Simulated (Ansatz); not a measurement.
**Several settings converged on CuAgO2 (Cm, 4 atoms in the cell)**

```yaml
crystal:
  lattice:
    - [3.29558, -1.41972, 0.00000]
    - [3.29558, 1.41972, 0.00000]
    - [-2.38086, 0.00000, 5.55598]
  atoms:
    - { symbol: Cu, position: [0.50325, 0.50325, 0.50900] }
    - { symbol: Ag, position: [0.00000, 0.00000, 0.00000] }
    - { symbol: O, position: [0.87545, 0.87545, 0.28377] }
    - { symbol: O, position: [0.12455, 0.12455, 0.71623] }
```

Base method: PBEsol, default PAW files made with PBE (plane waves; Ansatz, a quantum-chemistry and plane-wave program).

Base settings: basis.ecutwfc = 420 eV; kpoints.mp_grid.grid = 9 9 4; hamiltonian.xc = pbesol; hamiltonian.pseudopotentials = {kind: paw} (the program's default PAW files); scf.occupations.method = gaussian; scf.occupations.width = 0.1 eV.

The count of work is k-points × plane waves × bands × iterations; it is no time. 

**The cutoff for other potential files**

Level: DFT, PBEsol, plane waves, harder PAW files (source: ansatz) made with PBE.

In this ladder: hamiltonian.pseudopotentials = {kind: paw, source: ansatz}.

The second cell is the first with its lattice scaled by 0.98.

The mesh stays at the base's, so the ladder's end is converged at best in this setting alone.

The first pressure column holds Ansatz's estimate of the finite-basis (Pulay) stress, which hides part of the cutoff error; the other is without it.

Only quantities that move along the ladder and can be compared are tabulated.

```csv
basis.ecutwfc,free energy less the last step's (meV/atom),energy of the compressed cell less the first (meV/atom),pressure (GPa),pressure without the Pulay estimate (GPa),largest difference of a force vector from the last step's (eV/Å),count of work / last
420 eV,1451.12,-4.86,-4.31,-95.25,0.632,0.10
510 eV,307.66,-21.23,-8.05,-29.31,0.062,0.14
650 eV,29.52,-20.61,-7.90,-10.65,0.003,0.21
790 eV,2.20,-20.46,-7.88,-8.13,0.000,0.28
930 eV,0.64,-20.45,-7.87,-7.88,0.000,0.35
1115 eV,0.34,-20.45,-7.87,-7.88,0.000,0.46
1395 eV,0.14,-20.45,-7.87,-7.88,0.000,0.65
1860 eV,0.00,-20.45,-7.87,-7.87,0.000,1.0
```

Coarsest basis.ecutwfc that holds the forces within 0.01 eV/Å of the last step, with all finer ones: 650 eV, at 0.21 of the last step's count of work; the step before is off by 0.062 eV/Å.

Coarsest basis.ecutwfc that holds the pressure within 0.05 GPa of the last step, with all finer ones: 650 eV, at 0.21 of the last step's count of work; the step before is off by 0.18 GPa.

Coarsest basis.ecutwfc that holds the energy of the compressed cell less the first within 0.5 meV/atom of the last step, with all finer ones: 650 eV, at 0.21 of the last step's count of work; the step before is off by 0.79 meV/atom.

The energy difference between the two cells stays within 1 meV/atom of the last step's from 510 eV on, the total only from 930 eV on: much of the error is common to both cells and cancels.

At the lowest cutoff the pressure without the Pulay estimate lies 87.4 GPa under the last step's, the usual sign of Pulay stress in an incomplete plane-wave basis.

**The density cutoff**

The mesh stays at the base's, so the ladder's end is converged at best in this setting alone.

Only quantities that move along the ladder and can be compared are tabulated.

| basis.ecutrho_ratio | free energy less the last step's (meV/atom) | pressure (GPa) | largest difference of a force vector from the last step's (eV/Å) |
|---|---|---|---|
| 2 | -5.59 | -7.20 | 0.013 |
| 3 | -0.01 | -7.87 | 0.000 |
| 4 | 0.00 | -7.87 | 0.000 |
| 5 | 0.00 | -7.87 | 0.000 |
| 6 | 0.00 | -7.87 | 0.000 |
| 8 | 0.00 | -7.87 | 0.000 |
| 10 | 0.00 | -7.87 | 0.000 |
| 12 | 0.00 | -7.87 | 0.000 |
| 16 | 0.00 | -7.87 | 0.000 |

Coarsest basis.ecutrho_ratio that holds the pressure within 0.05 GPa of the last step, with all finer ones: 3; the step before is off by 0.66 GPa.

Coarsest basis.ecutrho_ratio that holds the free energy within 5 meV/atom of the last step, with all finer ones: 3; the step before is off by 5.6 meV/atom.

Coarsest basis.ecutrho_ratio that holds the forces within 0.01 eV/Å of the last step, with all finer ones: 3; the step before is off by 0.013 eV/Å.

**The relaxed cell against the cutoff**

On CuAgO2 (C2/m, 4 atoms in the cell): atoms on their sites.

In this ladder: relax = cell and atoms.

The mesh stays at the base's, so the ladder's end is converged at best in this setting alone.

Only quantities that move along the ladder and can be compared are tabulated.

| basis.ecutwfc | relaxed volume (Å³/atom) | relaxation steps |
|---|---|---|
| 295 eV | 11.907 | 65 |
| 355 eV | 11.919 | 30 |
| 420 eV | 11.903 | 15 |
| 505 eV | 11.899 | 8 |
| 630 eV | 11.899 | 8 |
| 840 eV | 11.897 | 9 |

Coarsest basis.ecutwfc that holds the relaxed volume within 0.012 Å³/atom of the last step, with all finer ones: 420 eV; the step before is off by 0.022 Å³/atom.

On the base run: the starting cell comes from a database of computed structures (which also holds hypothetical and non-ambient phases and stackings), without a prior relaxation at this level. Its lattice was rescaled by up to half a per cent. One atom was moved a little off its site on purpose. Spin polarisation is off, so a magnetic state, if there is one, cannot be reached. In the base run, forces exceed 1 eV/Å. The run gives no clean gap (levels at the Fermi energy touch, overlap or are partly filled at this smearing), which alone does not show that the compound is a metal.

Left out of this page: 1 run of the series stopped by limits of time or memory; 1 run of the series failed or unconverged.

Keys are those of Ansatz 0.2.
